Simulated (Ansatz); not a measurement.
AlN: strain along the normal

AlN (wurtzite, P6_3mc, 10.461 Å³/atom at rest, c along z) under an equal strain ε in the (0001) plane with the normal axis free, as in a coherent film. PBEsol in Ansatz, a plane-wave DFT program (PAW, default set), 420 eV, 12×12×7 Γ-centred mesh, Fermi-Dirac smearing 0.05 eV; ions are relaxed within the symmetry of each cell.

Here s stands for strain and y for normal strain.

| strain (%) | normal strain (%) |
|---|---|
| -1.20 | 0.71 |
| -0.60 | 0.36 |
| 0.00 | 0.00 |
| 0.60 | -0.36 |
| 1.20 | -0.75 |
| 3.00 | ? |

Taking a straight line for y over the 5 complete rows: Means: s 0, y -0.008. About the means, the sum of products is -2.1840 and the sum of squares of s is 3.6000; the slope is their ratio. Least squares gives y = -0.008 - 0.6067·s. Residuals (row less fit): -0.010, 0.004, 0.008, 0.012, -0.014; standard error 0.013 (degrees of freedom: 3). The slope, -0.61 ± 0.01, is the elastic response of the normal axis, −2C13/C33.

**Question.** What does the fit predict for y at s = 3.00, and how far is the calculated value from it?

**Answer.** y = -0.008 - 0.6067 × 3.0 = -1.828%. The calculation gives -2.00%, 0.172% below the prediction (6.3 % of the range of y in the table). The row lies outside the fitted rows, so this is an extrapolation. From the scatter of the fitted rows alone, a prediction at this place has a standard error of 0.025%, so the miss is 6.9 times that.

One order more, fitted to all 11 runs of the series, follows each within 0.01, so the miss is the next term of a smooth law. Rows are the converged runs of the series near zero and its far end; series whose fitted rows scatter by over a few per cent of the range, as at a crossing or softening among them, aren't shown in this form. Most that stay on the fit to the last digits aren't either.
